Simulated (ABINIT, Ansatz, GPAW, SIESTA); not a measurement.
# Code comparison for Hf₄AlSi (I422, 6 atoms in the cell)

Self-consistent single point.

```
Hf4AlSi
1.0
   -3.32953     3.32953     2.60735
    3.32953    -3.32953     2.60735
    3.32953     3.32953    -2.60735
Hf Al Si
4 1 1
Direct
  0.40414   0.90414   0.80828
  0.90414   0.09586   0.50000
  0.09586   0.59586   0.19172
  0.59586   0.40414   0.50000
  0.50000   0.50000   0.00000
  0.00000   0.00000   0.00000
```

Shared settings, as Ansatz (a program for electronic structure) writes them: kpoints.mp_grid.grid = 6 6 6; scf.occupations.method = gaussian; scf.occupations.width = 0.1 eV. Potentials and cutoffs stand in the table.

| code | model | pressure (GPa) | largest force (eV/Å) | cutoff |
|---|---|---|---|---|
| SIESTA | LDA PW92, numerical atomic orbitals DZP, PseudoDojo LDA standard norm-conserving potentials (rewritten from UPF to PSML) | -7.17 | 0.142 | grid 300 Ry |
| GPAW | LDA (Perdew-Wang 92), GPAW PAW datasets LDA (gpaw-data 1.0.1) | -5.45 | 0.038 | 600 eV |
| Ansatz | LDA (PW92), PAW files made with PBE | -5.88 | 0.040 | default |
| ABINIT | LDA (PW92), norm-conserving pseudopotentials (PseudoDojo nc-sr-04 LDA standard) | -6.72 | 0.063 | 29 Ha |

On Ansatz's run: spin-orbit coupling is off.

The spread over the programs that give each value: pressure within 1.72 GPa; largest force within 0.104 eV/Å.

SIESTA uses small atom-centred bases, whose incompleteness enters pressures, forces and empty levels differently from a plane-wave cutoff. Ansatz's pressure is given at a fixed set of plane waves, as the other plane-wave codes print theirs. In the pressure, SIESTA (by 1.29) lies more than 1 GPa from the median of the plane-wave programs. In the force vectors, SIESTA (by 0.102) lies more than 0.08 eV/Å from the median of the plane-wave programs.

The starting cell comes from a database of computed structures (which also holds hypothetical and non-ambient phases and stackings), without a prior relaxation at this level.

Left out of this page: Elk (not drawn, or without a comparable value).

Keys are those of Ansatz 0.2.
